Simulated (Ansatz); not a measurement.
## HgS, response to strain

Take HgS in the zinc blende structure (space group F-43m, No. 216; a = 5.8760 Å) as the base. Axes: x, y, z lie along the cube axes.

Strains are applied to the cell and any free atomic positions relax; under biaxial strain the out-of-plane vector relaxes too; under stress the whole cell relaxes.

All numbers come from PBEsol in Ansatz (plane waves to 420 eV, PAW, no SOC), earlier PAW set.

Notes on the quantities. energy relative to the base: free energy F; pressure: mean of the normal stresses, compression positive.

| case | energy relative to the base | shortest interatomic distance | pressure |
|---|---|---|---|
| base | 0 meV/atom | 2.544 Å | 0.0 GPa |
| biaxial strain −4.69 %, plane normal [110], relaxed out of plane | +28 meV/atom | 2.504 Å | 2.5 GPa |
| biaxial strain +2.06 %, plane normal [110], relaxed out of plane | +5.7 meV/atom | 2.560 Å | -1.2 GPa |
| biaxial strain −2.27 %, plane normal [111], relaxed out of plane | +7.5 meV/atom | 2.512 Å | 1.4 GPa |
| isotropic strain +0.26 % | +0.3 meV/atom | 2.551 Å | -0.5 GPa |
| isotropic strain +0.78 % | +2.5 meV/atom | 2.564 Å | -1.3 GPa |
| isotropic strain +1.04 % | +4.5 meV/atom | 2.571 Å | -1.7 GPa |
| uniaxial strain ε_xx = +2.94 % | +4.7 meV/atom | 2.570 Å | -1.6 GPa |
| uniaxial strain ε_zz = −1.33 % | +1.0 meV/atom | 2.533 Å | 0.8 GPa |
| uniaxial stress, 0.5 GPa tension along x | +0.8 meV/atom | 2.547 Å | – |

A biaxial case was relaxed in a doubled cell and then solved in the primitive one. The mesh was chosen for an insulator and is coarse for the gapless case. Stability under load was not tested beyond the relaxation. The final runs are not spin-polarised.

Ansatz is a quantum-chemistry and plane-wave program.
